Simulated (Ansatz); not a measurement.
PbS, pressure series

Start from PbS in the rock salt structure (space group Fm-3m, No. 225).

```
PbS
1.0
    0.00000     2.98736     2.98736
    2.98736     0.00000     2.98736
    2.98736     2.98736     0.00000
Pb S
1 1
Cartesian
  0.00000   0.00000   0.00000
  2.98736   2.98736   2.98736
```

Cell and atoms are relaxed at each pressure.

Computed with Ansatz (a program for electronic structure) r2SCAN, no spin-orbit coupling.

| P (GPa) | V (Å³/atom) |
|---|---|
| -2.01 | 27.682 |
| -1.01 | 27.147 |
| 0.88 | 26.265 |
| 2.10 | 25.773 |
| 4.49 | 24.923 |
| 9.00 | 23.628 |

Task: Fit a third-order Birch–Murnaghan equation of state.

Result: Least squares on P(V) = (3B₀/2)[(V₀/V)^(7/3) − (V₀/V)^(5/3)]·[1 + (3/4)(B₀′ − 4)((V₀/V)^(2/3) − 1)] gives V₀ = 26.66 Å³/atom, B₀ = 58 GPa and B₀′ = 4.2.

Between the base and pressure 4.5 GPa the gap moves from 0.69 eV to 0.42 eV, a mean slope of -61 meV/GPa.

With Pb present, leaving out spin-orbit coupling can change the band edges. Load acts through the strain it causes; cell and atoms are relaxed under it. No phonon test of stability was made. No other phases were tried under pressure.
